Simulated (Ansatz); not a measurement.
Structures of equal composition on the (110) surface of bcc Ta: a layer of Si in place of the second plane; a layer of Si in place of the third plane. The slabs share one bottom face, and each structure is named by its start. These are constructed structures in small cells; real faces may alloy, dewet or reconstruct in larger ones, and not all known structures of the face are among them. Slabs of about 11 Å with all that they carry, Fermi-Dirac smearing of 0.1 eV. Bottom of the slabs: a bare face, its two planes held. Relaxed from the named starts with such symmetry as they have, on meshes of like density; energies extrapolated to zero smearing; no spin-orbit coupling, no U. Spin-polarised runs, if any, are marked in brackets, and their order is one that fits the cell; the others ran without spin.

Method: PBE (plane waves to 420 eV, PAW; Ansatz, a program for electronic structure).

Task: Rank these by energy per 1x1 cell (lowest first), as PBE gives it.

Result: a layer of Si in place of the third plane (0.000 eV), a layer of Si in place of the second plane (0.243 eV)
